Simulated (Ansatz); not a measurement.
Input:

```xyz
2
Lattice="2.6756 0.0000 0.0000 -1.3378 2.3171 0.0000 0.0000 0.0000 4.1815" Properties=species:S:1:pos:R:3 pbc="T T T"
Ru     1.3378     0.7724     3.1361
Ru     0.0000     1.5447     1.0454
```

No spin polarisation.

Level of theory: DFT with LDA, PAW potentials and a 420 eV plane-wave cutoff in Ansatz (a quantum-chemistry and plane-wave program), scalar-relativistic without spin-orbit coupling. Settings: 25×25×14 k-points, 0.1 eV Fermi–Dirac smearing.

Task: Predict the band gap and pressure.

Result: The band gap comes out as zero. The pressure (mean of the normal stresses, compression positive) is 4.0 GPa.

The cells carry an imposed strain or load. Stability against distortions was not tested. All final runs are without spin polarisation. The cell was made from Ru in the hcp (Mg type) structure (space group P6_3/mmc, No. 194) by this change: uniaxial strain ε_zz = −1.00 %.
